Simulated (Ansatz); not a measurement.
**CdTe under a change: Te → Ru**

Take CdTe in the zinc blende structure (space group F-43m, No. 216; a = 6.490 Å) as the base.

It is then changed as follows: full substitution Te → Ru; the structure is relaxed again.

Level of theory: Ansatz (an electronic-structure program) PBEsol, no spin-orbit coupling, earlier PAW set. Γ-centred 14×14×14 mesh, Fermi–Dirac width 0.05 eV, for the changed cell.

```
quantity                        base          changed         shift
-------------------  ---------------  ---------------  ------------
volume per atom             34.16 Å³         25.45 Å³     -8.716 Å³
density                   5.83 g/cm³       6.97 g/cm³  +1.132 g/cm³
lattice parameter a      12.263 bohr      11.117 bohr  -1.1469 bohr
space group          F-43m (No. 216)  F-43m (No. 216)             –
band gap                     0.65 eV             zero             –
```

Spin-orbit coupling, missing from the scalar runs, can matter with Te. No phonon test of stability was made. As relaxed here, CdRu is a hypothetical phase, not in the database extracts checked. All final runs are without spin polarisation. CdRu has a high density of states at the Fermi level and may be magnetic at this level.
